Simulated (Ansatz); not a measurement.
Levels about the gap of amorphous B26Li6O42 (74 atoms in a cell of 879 Å³, 1.88 g/cm³; zone centre alone, so wide bands show as single levels with stretches between that a denser mesh fills), at the geometry that PBE relaxed, where it gives 0.0 GPa on a denser mesh. The participation number counts the atoms over which a state spreads; weights are charges in smoothed Voronoi cells. The levels come from a single point, so bond lengths are those of that geometry. Method of the levels: PBE, scalar-relativistic without spin-orbit coupling (Ansatz, a program for electronic structure). Sampling: the zone centre alone; Fermi-Dirac width 0.02 eV; no spin polarisation. At PBE the levels at the filled edge of the gap are localised (band-tail or defect states), and the nearest spread-out levels lie 5.7 eV apart at the zone centre.

It comes from a melt-quench run on a machine-learned potential (CHGNet), relaxed afterwards by DFT. O atoms were pushed apart under 1.9 Å during the dynamics, to hinder bonds among them. The hot cell started wider than the set density and was brought back towards it in steps. It is the lowest in DFT energy of 2 quenches. It is a model cell: composition and starting density were chosen by hand, and all elements were melted together. No dispersion term was used. Its density started from a set value of 1.90 and ended at 1.88 g/cm³. The quench (nominally 210 K/ps over its main leg) was far faster than any real one, so the model tends to hold more defects than a real film. Values belong to this one cell and scatter from quench to quench. Volume and shape were free in the relaxation.

| E - E(highest filled), eV | filling | participation number | largest on | weight O | weight B | weight Li |
|---|---|---|---|---|---|---|
| -1.12 | filled | 16.5 | O, 3 neighbours | 0.91 | 0.07 | 0.02 |
| -1.03 | filled | 13.5 | O, 2 neighbours | 0.92 | 0.07 | 0.01 |
| -0.92 | filled | 9.1 | O, 2 neighbours | 0.92 | 0.07 | 0.01 |
| -0.76 | filled | 9.9 | O, 3 neighbours | 0.90 | 0.06 | 0.04 |
| -0.69 | filled | 3.4 | O, 3 neighbours | 0.90 | 0.06 | 0.05 |
| -0.46 | filled | 4.0 | O, 3 neighbours | 0.92 | 0.06 | 0.02 |
| 0.00 | filled | 1.9 | O, 3 neighbours | 0.92 | 0.05 | 0.03 |
| 4.57 | empty | 49.4 | B, 3 neighbours | 0.60 | 0.31 | 0.09 |
| 4.94 | empty | 14.6 | B, 3 neighbours | 0.37 | 0.62 | 0.02 |
| 5.08 | empty | 17.0 | B, 3 neighbours | 0.33 | 0.65 | 0.01 |
| 5.18 | empty | 15.2 | B, 3 neighbours | 0.34 | 0.65 | 0.01 |
| 5.40 | empty | 18.5 | B, 3 neighbours | 0.36 | 0.62 | 0.02 |
| 5.49 | empty | 15.8 | B, 3 neighbours | 0.36 | 0.63 | 0.02 |
| 5.70 | empty | 23.8 | B, 3 neighbours | 0.43 | 0.55 | 0.02 |

Most localised among these is the filled level at +0.00 eV, on a O atom, which has 3 neighbours (B 1.32 Å, Li 1.83 Å, Li 1.88 Å).
